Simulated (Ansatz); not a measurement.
## Si under load (space group P6_3/mmc): band-edge transport data

Input:

```xyz
4
Lattice="3.7951 0.0000 0.0000 -1.8976 3.2867 0.0000 0.0000 0.0000 6.3424" Properties=species:S:1:pos:R:3 pbc="T T T"
Si     0.0000     2.1911     0.0079
Si     1.8976     1.0956     3.1791
Si     0.0000     2.1911     2.3704
Si     1.8976     1.0956     5.5416
```

Computed with r2SCAN with spin-orbit coupling, rigid bands (plane waves, PAW; Ansatz, a program for electronic structure). Condition of this run: biaxial stress in the c plane of 1.8 GPa (compression positive) (the target of the relaxation). Cell: cell and atoms relaxed with PBEsol, then loaded as said.

| Quantity | Value |
|---|---|
| band gap | 0.58 eV |
| electron conductivity mass (300 K, dilute) | 0.199 (x), 0.199 (y), 1.13 (z) mₑ |
| hole conductivity mass (300 K, dilute) | 0.37 (x), 0.37 (y), 0.57 (z) mₑ |
| effective density of states N_c (300 K) | 2.8e19 cm⁻³ |
| effective density of states N_v (300 K) | 7.9e18 cm⁻³ |
| density-of-states mass, electrons | 1.07 mₑ |
| density-of-states mass, holes | 0.46 mₑ |
| Seebeck coefficient, n-type 1e19 cm⁻³, 300 K | -306 μV/K |
| Seebeck coefficient, p-type 1e19 cm⁻³, 300 K | 238 μV/K |
| best p-type power factor at 300 K for τ = 10 fs (best axis; densities from 1e16 to 1e21 cm⁻³ tried, whether or not they can be reached) | 5.8 μW/(cm·K²) at 3e19 cm⁻³ |

Rigid bands; masses and Seebeck coefficients take one relaxation time τ for all states and one kind of carrier; polarons and phonon drag are left out. Geometry: cell and atoms relaxed with PBEsol.
